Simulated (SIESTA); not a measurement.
# SIESTA run on CuAgO₂ (C2/m, 4 atoms in the cell): self-consistent single point

Level of theory: SIESTA with LDA PW92, numerical atomic orbitals TZP, PseudoDojo LDA standard norm-conserving potentials (rewritten from UPF to PSML).

The input file:

```
# files in the folder: Cu.psml Ag.psml O.psml (PseudoDojo LDA standard)
SystemName  CuAgO2
SystemLabel cuago2

NumberOfAtoms                4
NumberOfSpecies              3
%block ChemicalSpeciesLabel
  1 29 Cu
  2 47 Ag
  3 8 O
%endblock ChemicalSpeciesLabel
LatticeConstant              3.498217 Ang
%block LatticeVectors
     0.918404147   -0.395643552    0.000000000
     0.918404147    0.395643552    0.000000000
    -0.663492859    0.000000000    1.548328477
%endblock LatticeVectors
AtomicCoordinatesFormat      Ang
%block AtomicCoordinatesAndAtomicSpecies
     2.052256000    0.000000000    2.708194500  1
     0.000000000    0.000000000    0.000000000  2
     4.966609161   -0.000000000    1.537008707  3
    -0.862097161   -0.000000000    3.879380293  3
%endblock AtomicCoordinatesAndAtomicSpecies

XC.functional                LDA
XC.authors                   PW92
PAO.BasisSize                TZP
PAO.EnergyShift              0.01 Ry
MeshCutoff                   400 Ry
%block kgrid.MonkhorstPack
   10   0   0  0.0
    0  10   0  0.0
    0   0   5  0.0
%endblock kgrid.MonkhorstPack
OccupationFunction           FD
ElectronicTemperature        0.1 eV

MaxSCFIterations             150
SCF.Mixer.Method             Pulay
SCF.Mixer.Weight             0.25
SCF.Mixer.History            6
SCF.DM.Tolerance             1.0E-05
Diag.ParallelOverK           true
WriteForces                  true
```

Log, with long lists cut:

```
reinit: Reading from file input.fdf

reinit: System Name: CuAgO2
reinit: System Label: cuago2

coor:   Atomic-coordinates input format  =     Cartesian coordinates
coor:                                          (in Angstroms)

siesta: Atomic coordinates (Bohr) and species
siesta:      3.87820   0.00000   5.11775  1        1
siesta:      0.00000   0.00000   0.00000  2        2
siesta:      9.38553  -0.00000   2.90453  3        3
siesta:     -1.62913  -0.00000   7.33097  3        4

siesta: System type = bulk

initatomlists: Number of atoms, orbitals, and projectors:      4    84    62

siesta: ******************** Simulation parameters ****************************
redata: Spin configuration                          = none
redata: Time-Reversal Symmetry                      = T
redata: Number of Atomic Species                    =        3
redata: Mesh Cutoff                                 =   400.0000 Ry
redata: Net charge of the system                    =     0.0000 |e|
redata: Min. number of SCF Iter                     =        0
redata: Max. number of SCF Iter                     =      150
redata: SCF convergence failure will abort job
redata: SCF mix quantity                            = Hamiltonian
redata: Mix DM or H after convergence               =   F
redata: Recompute H after scf cycle                 =   F
redata: Mix DM in first SCF step                    =   T
redata: No kicks to SCF
redata: DM Mixing Weight for Kicks                  =     0.5000
redata: Require Harris convergence for SCF          =   F
redata: Harris energy tolerance for SCF             =     0.000100 eV
redata: Require DM convergence for SCF              =   T
redata: DM tolerance for SCF                        =     0.000010
redata: Require EDM convergence for SCF             =   F
redata: EDM tolerance for SCF                       =     0.001000 eV
redata: Require H convergence for SCF               =   T
redata: Hamiltonian tolerance for SCF               =     0.001000 eV
redata: Require (free) Energy convergence for SCF   =   F
redata: (free) Energy tolerance for SCF             =     0.000100 eV
redata: Using DFT-D3 dispersion                     =   F
redata: Using Saved Data (generic)                  =   F
redata: Method of Calculation                       = Diagonalization
redata: Electronic Temperature                      =  1160.4518 K
redata: Number of TDED substeps                     =        3
redata: Dynamics option                             = Single-point calculation
redata: Save all siesta data in one NC              =   F
redata: ***********************************************************************

%block SCF.Mixers
  Pulay
%endblock SCF.Mixers

%block SCF.Mixer.Pulay
  # Mixing method
  method pulay
  variant stable

  # Mixing options
  weight 0.2500
  weight.linear 0.2500
  history 6
%endblock SCF.Mixer.Pulay

DM_history_depth set to one: no extrapolation allowed by default for geometry relaxation
Size of DM history Fstack: 1
Total number of electrons:    50.000000
Total ionic charge:    50.000000

* ProcessorY, Blocksize:    1  64

* Orbital distribution balance (max,min):    84    84

k-point displ. along   1 input, could be:     0.00    0.50
k-point displ. along   2 input, could be:     0.00    0.50
 Kpoints in:          300 . Kpoints trimmed:          260

siesta: k-grid: Number of k-points = 260
siesta: k-points from Monkhorst-Pack grid
siesta: k-cutoff (effective) =    13.840 Ang
siesta: k-point supercell and displacements
siesta: k-grid:    10     0     0      0.000
siesta: k-grid:     0    10     0      0.000
siesta: k-grid:     0     0     5      0.000

diag: Algorithm                                     = D&C
diag: Parallel over k                               =   F
diag: Use parallel 2D distribution                  =   F
diag: Parallel block-size                           = 64
diag: Parallel distribution                         =     1 x     1
diag: Used triangular part                          = Lower
diag: Absolute tolerance                            =  0.100E-15
diag: Orthogonalization factor                      =  0.100E-05
diag: Memory factor                                 =  1.0000

superc: Internal auxiliary supercell:     7 x     7 x     3  =     147
superc: Number of atoms, orbitals, and projectors:    588  12348   9114

                        Single-point calculation

superc: Internal auxiliary supercell:     7 x     7 x     3  =     147
superc: Number of atoms, orbitals, and projectors:    588  12348   9114

outcell: Unit cell vectors (Ang):
        3.212777   -1.384047    0.000000
        3.212777    1.384047    0.000000
       -2.321042    0.000000    5.416389

outcell: Cell vector modules (Ang)   :    3.498217    3.498217    5.892750
outcell: Cell angles (23,13,12) (deg):    111.2072    111.2072     46.6122
outcell: Cell volume (Ang**3)        :     48.1694
new_DM -- step:     1
Initializing Density Matrix...

Attempting to read DM from file... Failed...
DM filled with atomic data:

InitMesh: MESH = 36 x 36 x 80 = 103680
InitMesh: Mesh cutoff (required, used) =   400.000   410.735 Ry

stepf: Fermi-Dirac step function

        iscf     Eharris(eV)        E_KS(eV)     FreeEng(eV)     dDmax    Ef(eV) dHmax(eV)
   scf:    1    -9797.149518   -10113.601104   -10113.795997  2.112858  1.697158 86.295924
   scf:    2    -9984.648374   -10195.413083   -10195.553408  1.541269 -1.061076 46.157785
   scf:    3   -10273.112986   -10258.164719   -10258.234806  0.419007 -3.356862 16.908353
   scf:    4   -10267.289161   -10264.020043   -10264.085503  0.157073 -3.575450  7.712386
   scf:    5   -10263.087033   -10264.974132   -10265.006439  0.149273 -3.508772  4.548928
   scf:    6   -10265.398411   -10265.203974   -10265.240881  0.016553 -3.550275  3.184053
   [... 4 lines left out ...]
   scf:   11   -10265.418564   -10265.418555   -10265.470482  0.000143 -3.680810  0.003866
   scf:   12   -10265.418584   -10265.418570   -10265.470483  0.000123 -3.681079  0.000654
   scf:   13   -10265.418567   -10265.418569   -10265.470483  0.000028 -3.681152  0.000402
   scf:   14   -10265.418568   -10265.418568   -10265.470483  0.000011 -3.681177  0.000176
   scf:   15   -10265.418565   -10265.418567   -10265.470483  0.000008 -3.681200  0.000017

SCF Convergence by DM+H criterion
max |DM_out - DM_in|         :     0.0000080784
max |H_out - H_in|      (eV) :     0.0000168490
SCF cycle converged after 15 iterations

Using DM_out to compute the final energy and forces

siesta: E_KS(eV) =           -10265.4186

siesta: E_KS - E_eggbox =    -10265.4186

siesta: Atomic forces (eV/Ang):
     1   -0.000000    0.000000   -0.000001
     2   -0.000000   -0.000000   -0.000000
     3   -0.094624    0.000000   -0.620583
     4    0.094624   -0.000000    0.620583
   Tot   -0.000000   -0.000000   -0.000000
   Max    0.620583
   Res    0.256280    sqrt( Sum f_i^2 / 3N )
   Max    0.620583    constrained

Stress tensor Voigt[x,y,z,yz,xz,xy] (kbar):       88.20       34.74       56.88       -0.00       -9.79        0.00
(Free)E + p*V (eV/cell)   -10267.2726
Target enthalpy (eV/cell)   -10265.4705

siesta: Program's energy decomposition (eV):
siesta: Ebs     =     -1520.085107
siesta: Eions   =     13131.028637
siesta: Ena     =       977.228053
siesta: Ekin    =      4389.879879
siesta: Enl     =     -1113.700617
siesta: Eso     =         0.000000
siesta: Edftu   =         0.000000
siesta: DEna    =        79.398013
siesta: DUscf   =         5.594781
siesta: DUext   =         0.000000
siesta: Ex      =     -1356.989068
siesta: Ec      =      -115.800971
siesta: Exc     =     -1472.790039
siesta: Eharris =    -10265.418565
siesta: Etot    =    -10265.418567
siesta: FreeEng =    -10265.470483

siesta: Atomic forces (eV/Ang):
siesta:      1   -0.000000    0.000000   -0.000001
siesta:      2   -0.000000   -0.000000   -0.000000
siesta:      3   -0.094624    0.000000   -0.620583
siesta:      4    0.094624   -0.000000    0.620583
siesta: ----------------------------------------
siesta:    Tot   -0.000000   -0.000000   -0.000000

siesta: Stress tensor (static) (eV/Ang**3):
siesta:     0.055051    0.000000   -0.006111
siesta:     0.000000    0.021686    0.000000
siesta:    -0.006111   -0.000000    0.035499

siesta: Cell volume =         48.169403 Ang**3

siesta: Pressure (static):
siesta:                Solid            Molecule  Units
siesta:          -0.00040747         -0.00047546  Ry/Bohr**3
siesta:          -0.03741193         -0.04365449  eV/Ang**3
siesta:         -59.94052016        -69.94219963  kBar
```

The run converged in 15 iterations.

The starting cell comes from a database of computed structures (which also holds hypothetical and non-ambient phases and stackings), without a prior relaxation at this level. Its lattice was rescaled by a random factor within 2.5 % of one. Spin polarisation is off, so a magnetic state, if there is one, cannot be reached. Values carry the incompleteness of an atom-centred basis. With a pressure of about -6 GPa the cell is away from its equilibrium volume at this level. The run gives no clean gap (levels at the Fermi energy touch, overlap or are partly filled at this smearing), which alone does not show that the compound is a metal.

Cost on one core of a shared machine: roughly 80 s.
